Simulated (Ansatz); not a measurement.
Functionals compared on CH3 on the 1x1 (101) surface of anatase TiO2 (cut with top plane O), one in a 2x1 cell, started at the site 'top O', in Ansatz (plane waves, PAW). The structure was relaxed with PBE; the other rows are single points on it, each with its references at the same level. Cutoff 420 eV (500 eV for r2SCAN). The points keep PBE's geometry, so the relaxation of a polaron and the settling of charge on one site are left out.

Host crystal: anatase TiO2, with a band gap (PBE, scalar-relativistic without spin-orbit coupling).

Model: 40-atom slab, 9.4 Å thick at the start under the adsorbate (thin: gaps and levels are the slab's own), 3x4x1 mesh, Fermi-Dirac 0.01 eV, dipole correction, 14 atoms held, the rest relaxed; no symmetry held; spin-polarised, ending with about 0.5 μB a cell, a value that depends on the mesh; orders that need a larger cell were not tried, no spin-orbit, no U, no dispersion correction. The slab shows no gap over 0.04 eV on its mesh. At the end it is bonded to O. In PBE it is, or lies within 0.03 eV of, the lowest of the starts that converged. These notes are the PBE run's. r2SCAN: The program's check for a lower electronic state was not made. Adsorption energies are against CH4(g) − ½ H2(g). A negative adsorption energy means that the adsorbate is more stable on the surface than in its reference.

```tsv
functional	adsorption energy (eV)	work function of the top face (eV)	rough cost of the single point
PBE	1.49	3.09	–
RPBE	1.70	2.97	roughly 15 core-minutes
r2SCAN	1.47	3.11	around 26 core-minutes (rough)
```

Ansatz is a program for electronic structure.
